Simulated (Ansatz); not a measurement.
La2O3: pressure series

The reference is La2O3 (space group P-3m1, No. 164).

```
CELL_PARAMETERS angstrom
      3.94027     0.00000     0.00000
     -1.97014     3.41238     0.00000
      0.00000     0.00000     6.18799
ATOMIC_POSITIONS crystal
  La 0.33333 0.66667 0.24739
  La 0.66667 0.33333 0.75261
  O  0.00000 0.00000 0.00000
  O  0.33333 0.66667 0.64528
  O  0.66667 0.33333 0.35472
```

Cell and atoms are relaxed at each pressure.

The values are results of PBE in Ansatz (plane waves to 420 eV, PAW, no spin-orbit coupling), not measurements.

| pressure (GPa) | volume per atom (Å³/atom) |
|---|---|
| -2 | 16.961 |
| -1 | 16.798 |
| 0 | 16.640 |
| 0.9 | 16.507 |
| 4.5 | 16.013 |
| 9 | 15.478 |
| 15 | ? |
| 22.5 | 14.237 |
| 30 | 13.717 |

Task: Fit the third-order Birch–Murnaghan form P(V) = (3B₀/2)[(V₀/V)^(7/3) − (V₀/V)^(5/3)]·[1 + (3/4)(B₀′ − 4)((V₀/V)^(2/3) − 1)] (squares taken in P) to the rows shown and predict the withheld row.

Result: Least squares on the printed values gives V₀ = 16.642 Å³/atom, B₀ = 108 GPa, B₀′ = 3.8; this predicts 14.871 Å³/atom, and the run gives 14.869 Å³/atom, 0.002 lower.

Load acts through the strain it causes; cell and atoms are relaxed under it. No phonon test of stability was made. No other phases were tried under pressure.

Ansatz is a program for electronic structure.
